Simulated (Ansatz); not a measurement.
Consider ZnS in the zinc blende structure (space group F-43m, No. 216; a = 5.4434 Å).

Perturbation: an isotropic linear strain of +3.00 %, atoms relaxed at fixed cell.

Level of theory: PBE in Ansatz (plane waves to 420 eV, PAW, no SOC).

Base, band edges from the VBM (valence, conduction): X -2.14, 3.45; W -2.63, 5.70; L -0.84, 3.26; Γ 0.00, 2.02; K -1.74, 4.14; U -1.74, 4.14 eV.

Problem. Give the band edges at the high-symmetry points of the new zone, measured from its valence-band maximum.

Solution. 
| point | valence edge (eV) | conduction edge (eV) |
|---|---|---|
| Γ | 0.00 | 1.64 |
| X | -1.85 | 3.63 |
| U | -1.50 | 4.17 |
| K | -1.50 | 4.17 |
| L | -0.72 | 3.08 |
| W | -2.25 | 5.52 |

The gap is 1.64 eV, direct at Γ.

Stability against distortions was not tested.

Ansatz is a program for electronic structure.
